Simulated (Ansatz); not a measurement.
An Ansatz (a program for electronic structure) input (PBEsol (Ansatz), no spin-orbit coupling):

Ansatz 0.2 input:
```yaml
crystal:
  lattice:
    - [5.2326314352, 0, 0]
    - [0, 5.2326314352, 0]
    - [2.6163157176, -2.6163157176, 5.2813413253]
  atoms:
    - { symbol: Zn, position: [0, 0, 0] }
    - { symbol: Zn, position: [0.25, 0.25, 0.5] }
    - { symbol: Si, position: [0.5, 0.5, 0] }
    - { symbol: Si, position: [0.75, 0.75, 0.5] }
    - { symbol: P, position: [0.625, 0.3895533963, 0.25] }
    - { symbol: P, position: [0.3895533963, 0.125, 0.75] }
    - { symbol: P, position: [0.125, 0.8604466037, 0.25] }
    - { symbol: P, position: [0.8604466037, 0.625, 0.75] }
basis: { ecutwfc: 420, ecutrho_ratio: 4, xc_grid: 2, fft_grid_basis: typed }
kpoints: { mp_grid: { grid: [9, 9, 9] } }
hamiltonian:
  xc: pbesol
  dispersion: none
  pseudopotentials: { kind: paw }
scf: { occupations: { method: fermi_dirac, width: 0.05 } }
relax: { f_tol: 0.005, max_steps: 50, cell: { stress_tol: 0.01, fix: [a, b, gamma] } }
output: { forces: true, stress: true }
checkpoint: { write: state.ck, write_every: 1000 }
```

### Question
Which symmetry and how many k-points will the program report, and about how many plane waves at Γ?

### Answer
Space group I-42d (ITA 122) with 8 operations, k-points 75 of 729, and 2833 plane waves at Γ.

### Question
And the final pressure?

### Answer
2.32 GPa (compression positive).

The cells carry an imposed strain or load. Whether these cells are dynamically stable was not tested. The cell was made from ZnSiP2 in the chalcopyrite structure (space group I-42d, No. 122) by this change: biaxial strain −2.25 %, plane normal [001], relaxed out of plane.
